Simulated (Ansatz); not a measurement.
TiAs (P6_3/mmc): resistivity and electron-phonon coupling

```xyz
4
Lattice="3.6091 0.0000 0.0000 -1.8046 3.1256 0.0000 0.0000 0.0000 6.0614" Properties=species:S:1:pos:R:3 pbc="T T T"
Ti     0.0000     0.0000     3.0307
Ti     0.0000     0.0000     0.0000
As     1.8046     1.0419     4.5461
As     0.0000     2.0837     1.5154
```

Level of theory: PBEsol, DFPT electron-phonon coupling, linearised Boltzmann equation (plane waves, PAW, scalar-relativistic; Ansatz, a program for electronic structure). Geometry: relaxed with this functional, without spin-orbit coupling.

```
Quantity                                                                                                     Result
----------------------------------------------------------------------------------  -------------------------------
resistivity at 300 K                                                                   52 (x), 52 (y), 25 (z) μΩ·cm
resistivity at 77 K                                                                 6.1 (x), 6.1 (y), 2.9 (z) μΩ·cm
electron mean free path at 300 K (weighted by the current that each state carries)     3.5 (x), 3.5 (y), 3.8 (z) nm
electron-phonon coupling λ                                                                                     0.35
transport coupling λ_tr                                                                0.44 (x), 0.44 (y), 0.40 (z)
logarithmic mean phonon energy                                                                             19.7 meV
density of states at the Fermi level                                                     1.70 states/(eV·spin·cell)
Drude plasma energy                                                                    3.0 (x), 3.0 (y), 4.2 (z) eV
```

A metal at this level (no band gap). Only scattering by harmonic phonons is included (no impurities, grain boundaries, electron-electron scattering or thermal expansion). Spin-orbit coupling is left out. Halving the electron mesh (28x28x16) moves the resistivity by up to 4 % at 300 K, the mean free path by up to 4 %, the coupling by up to 5 %. Smearing 0.20 eV; phonons on a 5x5x3 q mesh, which this run doesn't test and which matters most at low temperature.

Formula and space group known from diffraction (Crystallography Open Database), not checked to be the room-temperature form: TiAs (P6_3/mmc).
